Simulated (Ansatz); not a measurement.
## A computed series for MgTe: response to strain

Take MgTe in the zinc blende structure (space group F-43m, No. 216; a = 6.368 Å) as the base.

Strains are applied to the cell and any free atomic positions relax.

Computed with Ansatz (a first-principles code) LDA, no spin-orbit coupling.

| isotropic strain (%) | pressure (GPa) |
|---|---|
| -3 | 4.3 |
| -2 | ? |
| -1.5 | 1.9 |
| -1 | 1.3 |
| -0.5 | 0.6 |
| 0 | 0.0 |
| 2 | -2.0 |
| 2.5 | -2.5 |
| 3 | -2.8 |

Question: Fit P = P₀ − Bδ + Cδ² with δ = (1 + ε)³ − 1 to the rows shown and predict the withheld row.

Answer: Least squares on the printed values gives P₀ = 0.0 GPa, B = 39.9 GPa, C = 106 GPa (largest residual 0.1 GPa); this predicts 2.7 GPa, and the run gives 2.7 GPa, in agreement.

Whether these cells are dynamically stable was not tested.
